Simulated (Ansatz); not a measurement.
## TiB$_{2}$ (space group P6/mmm, No. 191)

TiB$_{2}$ has the hexagonal space group P6/mmm (No. 191), Pearson symbol hP3. Cell: a = 3.017 Å, b = 3.017 Å, c = 3.185 Å, α = 90.00°, β = 90.00°, γ = 120.00°. Ti on 1a is coordinated by 12 B at 2.360 Å and 6 Ti at 3.017 Å and 2 Ti at 3.185 Å. B on 2d sees 3 B at 1.742 Å and 6 Ti at 2.360 Å. (Neighbours: up to the widest gap in distance over summed covalent radii, below 1.35, at either atom; cation-cation and far metal-metal contacts left out.)

The values are results of PBEsol (Ansatz, a quantum-chemistry and plane-wave program), no SOC, earlier PAW set, not measurements. k-mesh 13×13×10 (Γ-centred); smearing 0.05 eV (Fermi–Dirac).

- Volume per atom = 8.37 Å³
- Density = 4.60 g/cm³
- Band gap = zero
- Total energy = -927.543 eV/atom (σ→0; compares only within this code and set-up)

Stability against distortions was not tested. All final runs are without spin polarisation.
